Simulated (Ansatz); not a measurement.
## Input and output of a self-consistent single point for TiAl3 (I4/mmm, 4 atoms in the cell) (Ansatz)

Computed with LDA (PW92), default PAW files made with PBE (plane waves; Ansatz, a first-principles code).

Input as run:

Ansatz 0.2 input:
```yaml
# TiAl3
crystal:
  lattice:
    - [-1.905372, 1.905372, 4.267828]
    - [1.905372, -1.905372, 4.267828]
    - [1.905372, 1.905372, -4.267828]
  atoms:
    - { symbol: Ti, position_ang: [0.000000, 0.000000, 0.000000] }
    - { symbol: Al, position_ang: [0.000000, 0.000000, 4.267828] }
    - { symbol: Al, position_ang: [-0.000000, 1.905372, 2.133914] }
    - { symbol: Al, position_ang: [1.905372, 0.000000, 2.133914] }
basis:
  ecutwfc: 420.0
kpoints:
  mp_grid: { grid: [12, 12, 12] }
hamiltonian:
  xc: lda
  pseudopotentials: { kind: paw }
scf:
  occupations: { method: gaussian, width: 0.1 }
output:
  forces: true
  eigenvalues: true
  stress: true
```

The program printed (abridged):

```
WARN ansatz: RAYON_NUM_THREADS=1 ignored (pool sized by the plan → 1); use --threads N
Pseudopotentials: kind: paw
Pseudopotential: Ti, paw, valence charge 12
Pseudopotential: Al, paw, valence charge 3
Crystal: 4 atoms, lattice volume = 61.976 Å³
Basis set: ecut = 420 eV, 1203 PW (Γ)
Bands: 15, of which v1, the nominal top of the filled ones, is band 11 counted from 1 (10 counted from 0)
Symmetry: 16 space group operations
Space group: I4/mmm (ITA 139), of the structure as read, at distance tolerance 4.0e-5 Å
k-points: 163 of 1728
PAW frozen core: Ti, regenerated for the run's functional, and the local potential with it
PAW frozen core: Al, regenerated for the run's functional, and the local potential with it
Initial density: superposition of atomic densities (neutral atoms: chi_scale 0, normalization atom), corrected by the library's trained network
Initial wavefunctions: pseudopotential atomic-orbital guess
Eigensolver: davidson
Functional: x = slater, c = lda
SCF iter   1: F=—  HF=-3990.599486 eV  |F-HF|=—  |Δ(HF+E_count)|=         —  Δρ=4.31e-3  dr2=8.16e-3  ethr=1.77e-3  ⟨swp⟩=5.4  Hψ=14145  notcnv=0
all-band conjugate gradients solve this SCF's bands
preconditioner: auto → Kerker (q_TF=auto, 2.278 Å⁻¹)
SCF iter   2: F=—  HF=-3990.597927 eV  |F-HF|=—  |Δ(HF+E_count)|=   1.56e-3  Δρ=2.48e-3  dr2=3.11e-3  ethr=3.89e-5  ⟨swp⟩=1.0  Hψ=3749  notcnv=0
SCF iter   3: F=—  HF=-3990.597125 eV  |F-HF|=—  |Δ(HF+E_count)|=   8.02e-4  Δρ=3.40e-4  dr2=9.46e-5  ethr=1.48e-5  ⟨swp⟩=2.1  Hψ=3440  notcnv=0
SCF iter   4: F=—  HF=-3990.597089 eV  |F-HF|=—  |Δ(HF+E_count)|=   3.57e-5  Δρ=5.68e-5  dr2=1.34e-6  ethr=4.51e-7  ⟨swp⟩=2.2  Hψ=3437  notcnv=0
SCF iter   5: F=—  HF=-3990.597089 eV  |F-HF|=—  |Δ(HF+E_count)|=   4.42e-7  Δρ=1.28e-5  dr2=1.32e-7  ethr=6.38e-9  ⟨swp⟩=2.3  Hψ=4015  notcnv=0
SCF iter   6: F=-3990.597089 eV  HF=-3990.597089 eV  |F-HF|=7.43e-9  |Δ(HF+E_count)|=   2.74e-8  Δρ=2.82e-6  dr2=9.16e-9  ethr=4.76e-10  ⟨swp⟩=4.2  Hψ=8149  notcnv=0
SCF 1 converged in 6 iterations: F = -3990.597089 eV  dr2 = 9.16e-9
SCF converged after 6 iterations
Free energy (F): -3990.597089 eV
Harris-Foulkes:  -3990.597089 eV  (|F-HF|=7.43e-9)
Internal energy: -3990.588266 eV  (E = F + TS)
E sigma→0 (E₀):  -3990.592678 eV
Entropy (-TS):   -0.008822 eV (-2.206 meV/atom)
Fermi energy:    9.552725 eV
--- Per-component energies (eV) ---
  E_band       = -149.891976
  E_kinetic    = 344.984704
  E_local      = -1189.644299  (includes V_loc(G=0)·N_el)
  E_nonlocal   = 46.281692
  E_hartree    = 522.676890
  E_xc         = -216.483698
  E_vxc        = -211.837548  (∫ρ·V_xc dr)
  E_paw        = -2329.998867  (= ΣΔE_a)
  E_vpaw       = -185.026407  (= ΣTr[D̂ρ^β])
  E_aug_tail   = 0.000086  (compensation charges beyond the density's cutoff)
  E_ewald      = -1168.897875
  E_core_change = 0.493100  (= ΣΔE_core)
  E_smearing   = -0.008822  (= −TS)
  E_closure    = -0.000000  (closes the sum)
  Σ components = -3990.597089   (vs F -3990.597089, Δ=0.00e0)
--- Forces (eV/Å), atoms counted from 1 ---
  atom   1  Ti     0.00000000     0.00000000     0.00000000
   [... zero for the other atoms too ...]
  max |Σ_I F_I| component: 2.60e-17 eV/Å
--- Stress (GPa, compression-positive) ---
       -2.716580       0.000000      -0.000000
        0.000000      -2.716580      -0.000000
        0.000000      -0.000000      -2.212980
  P = ⅓ Tr σ = -2.5487 GPa (-25.487 kbar)
  The stress holds the Pulay correction. Without it, at fixed plane waves, as pw.x and ABINIT print it: P = -2.6139 GPa
--- Band table (eV; the first three rows and the last of 163) ---
  k-point 0: bands = ["-46.2571", "-22.8879", "-22.8879", "-22.8109", "-0.5609", "6.6817", "6.9765", "8.1307", "8.3307", "8.3307", "10.4001", "11.3593", "11.3593", "11.8659", "12.0070"]
  k-point 1: bands = ["-46.2569", "-22.8900", "-22.8897", "-22.8106", "-0.4148", "6.8046", "6.8787", "7.9012", "7.9877", "8.3473", "9.7892", "11.4987", "11.5288", "11.6252", "12.3820"]
  k-point 2: bands = ["-46.2564", "-22.8954", "-22.8944", "-22.8098", "0.0183", "6.6364", "7.0712", "7.1266", "7.6739", "8.3676", "8.7120", "11.4662", "11.6929", "11.7238", "12.7184"]
  k-point 162: bands = ["-46.2570", "-22.8882", "-22.8882", "-22.8143", "1.0715", "1.9731", "7.5318", "8.6779", "8.6779", "9.3281", "10.2578", "10.2578", "10.5210", "12.6709", "14.3204"]
```

The run converged in 6 iterations.

The starting cell comes from a database of computed structures (which also holds hypothetical and non-ambient phases and stackings), without a prior relaxation at this level. Its lattice was rescaled by up to half a per cent. Spin polarisation is off. Ansatz's pressure includes its estimate of the finite-basis (Pulay) stress.
